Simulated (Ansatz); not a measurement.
# ZnO, response to strain and stress

Base system: ZnO in the wurtzite structure (space group P6_3mc, No. 186).

```
ZnO
1.0
    3.27960     0.00000     0.00000
   -1.63980     2.84021     0.00000
    0.00000     0.00000     5.29330
Zn O
2 2
Direct
  0.66667   0.33333   0.00215
  0.33333   0.66667   0.50215
  0.66667   0.33333   0.62305
  0.33333   0.66667   0.12305
```

Cartesian axes are those of the cell as printed.

Strains are applied to the cell and any free atomic positions relax; under biaxial strain the out-of-plane vector relaxes too; under stress the whole cell relaxes.

Calculations: PBE (Ansatz, an electronic-structure program; PAW; 420 eV plane waves; no SOC).

Candidates:
(a) uniaxial stress, 0.5 GPa compression along z
(b) biaxial strain +3.58 %, plane normal [001], relaxed out of plane
(c) isotropic strain −1.02 %
(d) biaxial strain +2.57 %, plane normal [001], relaxed out of plane

Base values:

The width of the top valence band is 1.71 eV.

Order them by width of the top valence band, highest first.

(c) isotropic strain −1.02 % (1.78 eV), (a) uniaxial stress, 0.5 GPa compression along z (1.70 eV), (d) biaxial strain +2.57 %, plane normal [001], relaxed out of plane (1.65 eV), (b) biaxial strain +3.58 %, plane normal [001], relaxed out of plane (1.61 eV)

The levels and masses belong to the bands next to the band gap. Stability under load was not tested beyond the relaxation.
